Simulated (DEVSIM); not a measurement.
System: Schottky contact on p-type InP, at 300 K.

| layer (left to right) | material | thickness (μm) | Na (cm⁻³) | τn (s) | τp (s) |
|---|---|---|---|---|---|
| 1 | InP | 4.90 | 8.3e16 | 2.5e-9 | 2.5e-9 |

Left contact: Schottky, work function 5.004 eV, emission velocity 1e7 cm/s. Right contact: ohmic. Voltage is applied to the left contact. Recombination: SRH at mid-gap. Mobility is μmin + (μ − μmin)/(1 + (N/Nref)^α).

The device is made up for the run: typed textbook-type constants, with dimensions and the other settings drawn at random. Values at 300 K.

```tsv
parameter	InP
gap (eV)	1.344
affinity (eV)	4.38
permittivity	12.5
Nc (cm⁻³)	5.7e17
Nv (cm⁻³)	1.1e19
μn (cm²/Vs)	5200
μp (cm²/Vs)	170
μn,min	400
μp,min	10
Nref,n	3e17
Nref,p	4.9e17
αn	0.47
αp	0.62
```

Simulated with DEVSIM: 1D drift-diffusion, Boltzmann statistics, complete ionisation; no tunnelling, impact ionisation, image-force lowering or self-heating. Metal contacts follow the ideal Schottky-Mott rule: no Fermi-level pinning, no interface dipoles.

The metal work function was swept, all else fixed.

```json
[
 {"metal work function (eV)": "4.804", "dark forward voltage at 1 A/cm² (V)": "0.507", "dark forward voltage at 100 A/cm² (V)": "0.662", "largest field in the device at zero bias (V/cm)": "140000", "potential step across the device at zero bias (V)": "0.794"},
 {"metal work function (eV)": "4.854", "dark forward voltage at 1 A/cm² (V)": "0.457", "dark forward voltage at 100 A/cm² (V)": "0.612", "largest field in the device at zero bias (V/cm)": "130000", "potential step across the device at zero bias (V)": "0.744"},
 {"metal work function (eV)": "4.904", "dark forward voltage at 1 A/cm² (V)": "0.407", "dark forward voltage at 100 A/cm² (V)": "0.562", "largest field in the device at zero bias (V/cm)": "130000", "potential step across the device at zero bias (V)": "0.694"},
 {"metal work function (eV)": "4.954", "dark forward voltage at 1 A/cm² (V)": "0.357", "dark forward voltage at 100 A/cm² (V)": "0.512", "largest field in the device at zero bias (V/cm)": "120000", "potential step across the device at zero bias (V)": "0.644"},
 {"metal work function (eV)": "5.004", "dark forward voltage at 1 A/cm² (V)": "0.307", "dark forward voltage at 100 A/cm² (V)": "0.462", "largest field in the device at zero bias (V/cm)": "120000", "potential step across the device at zero bias (V)": "0.594"},
 {"metal work function (eV)": "5.054", "dark forward voltage at 1 A/cm² (V)": "0.257", "dark forward voltage at 100 A/cm² (V)": "0.412", "largest field in the device at zero bias (V/cm)": "110000", "potential step across the device at zero bias (V)": "0.544"},
 {"metal work function (eV)": "5.104", "dark forward voltage at 1 A/cm² (V)": "0.207", "dark forward voltage at 100 A/cm² (V)": "0.362", "largest field in the device at zero bias (V/cm)": "110000", "potential step across the device at zero bias (V)": "0.494"},
 {"metal work function (eV)": "5.154", "dark forward voltage at 1 A/cm² (V)": "0.157", "dark forward voltage at 100 A/cm² (V)": "0.312", "largest field in the device at zero bias (V/cm)": "100000", "potential step across the device at zero bias (V)": "0.444"}
]
```

From the first row to the last the dark forward voltage at 1 A/cm² goes from 0.507 to 0.157. From the first row to the last the dark forward voltage at 100 A/cm² goes from 0.662 to 0.312.
